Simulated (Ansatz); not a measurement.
# MgTe: biaxial strain +1.00 %, plane normal [001], relaxed out of plane

The parent structure is MgTe in the zinc blende structure (space group F-43m, No. 216; a = 6.3681 Å). Axes: x, y, z lie along the cube axes.

Modification: biaxial strain +1.00 %, plane normal [001], relaxed out of plane (Cartesian); in-plane vectors clamped, the third vector and the atoms free.

Calculations: LDA, PAW, 420 eV (Ansatz, a first-principles code; spin-orbit coupling left out). Γ-centred 9×9×9 mesh, Fermi–Dirac width 0.05 eV.

| quantity | base | changed | shift |
|---|---|---|---|
| volume per atom | 32.28 Å³ | 32.46 Å³ | +0.18 Å³ |
| space group | F-43m (No. 216) | I-4m2 (No. 119) | – |
| shortest interatomic distance | 2.757 Å | 2.763 Å | +0.006 Å |
| energy relative to the base (free energy F) | 0 meV/atom | +0.7 meV/atom | +0.7 meV/atom |
| pressure (mean of the normal stresses, compression positive) | 0.01 GPa | -0.22 GPa | -0.23 GPa |
| band gap | 2.38 eV | 2.31 eV | -0.07 eV |
| gap character | direct at Γ | direct at Γ | – |
| electron mass | 0.16 mₑ (at Γ) | 0.16 mₑ (at Γ) | – |
| hole mass | – | 0.19 mₑ out of plane, 0.83 mₑ in plane (at Γ) | – |
| valence-band top at Γ (three highest levels, from the VBM) | 0.00, 0.00, 0.00 eV | 0.00, -0.06, -0.06 eV | – |
| out-of-plane strain | – | -1.41 % | – |
| ratio −ε⊥/ε∥ | – | 1.41 | – |

Final structure (turned so that z lies along the plane normal):

```yaml
crystal:
  lattice:
    - [4.54796, 0.00000, 0.00000]
    - [0.00000, 4.54796, 0.00000]
    - [2.27398, -2.27398, 3.13914]
  atoms:
    - { symbol: Mg, position: [0.00000, 0.00000, 0.00000] }
    - { symbol: Te, position: [0.75000, 0.75000, 0.50000] }
```

Spin-orbit coupling, missing from the scalar runs, can matter with Te. Effective masses come from finite differences of ±0.01 Å⁻¹. No phonon test of stability was made. k-point labels follow each cell's own Brillouin zone.
